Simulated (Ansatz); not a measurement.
System: PdTeSe (P3m1, No. 156, 3 atoms in the cell; start mp-1217263). Method: LDA (Ansatz, a program for electronic structure, PAW).

Numerical settings: plane-wave cutoff 520 eV, 18×18×12 k mesh (along the axes of the cell as run), Fermi–Dirac smearing 0.05 eV, scalar-relativistic PAW data made under PBE.

Cell (relaxed at this level):

```cif
data_PdSeTe
_chemical_formula_sum 'Te1 Pd1 Se1'
_space_group_name_H-M_alt 'P 1'
_space_group_IT_number 1
_cell_length_a 3.87196
_cell_length_b 3.87196
_cell_length_c 4.82968
_cell_angle_alpha 90.000
_cell_angle_beta 90.000
_cell_angle_gamma 120.000
loop_
_space_group_symop_operation_xyz
  'x, y, z'
loop_
_atom_site_label
_atom_site_type_symbol
_atom_site_fract_x
_atom_site_fract_y
_atom_site_fract_z
_atom_site_occupancy
Te1 Te 0.00000 0.00000 0.72294 1
Pd1 Pd 0.33333 0.66667 0.01108 1
Se1 Se 0.66667 0.33333 0.26598 1
```

Question: Predict the bulk modulus.

Answer: 
bulk modulus: 81.6 GPa

Note: the run has no spin polarisation, so it can have missed a magnetic state; the bulk modulus is −V dP/dV from two relaxed cells at ±2 % in volume; the relaxation could not lower the start's symmetry, so the cell can be a saddle point above a distorted one.

Spin–orbit coupling is not included; it can open a gap where bands touch, and shift volumes and moduli.

Static lattice: no zero-point or thermal effects.

A start named mp-… is a Materials Project structure, which need not be a measured phase.
